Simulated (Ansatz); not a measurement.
**What Ti → Hf does to TiB2**

The parent structure is TiB$_{2}$ (space group P6/mmm, No. 191; a = 3.025 Å, c = 3.223 Å).

It is then changed as follows: full substitution Ti → Hf, then cell and atoms are relaxed.

Calculations: Ansatz (an electronic-structure program) r2SCAN, no spin-orbit coupling. k-mesh 17×17×13 (Γ-centred); smearing 0.05 eV (Fermi–Dirac), for the changed cell.

| quantity | base | changed | shift |
|---|---|---|---|
| volume per atom | 8.51 Å³ | 9.88 Å³ | +1.37 Å³ |
| density | 4.52 g/cm³ | 11.21 g/cm³ | +6.69 g/cm³ |
| lattice parameter a | 3.025 Å | 3.137 Å | +0.112 Å |
| c/a ratio | 1.065 | 1.109 | +0.044 |
| space group | P6/mmm (No. 191) | P6/mmm (No. 191) | – |
| band gap | zero | zero | – |

Stability against distortions was not tested. The final runs are not spin-polarised.
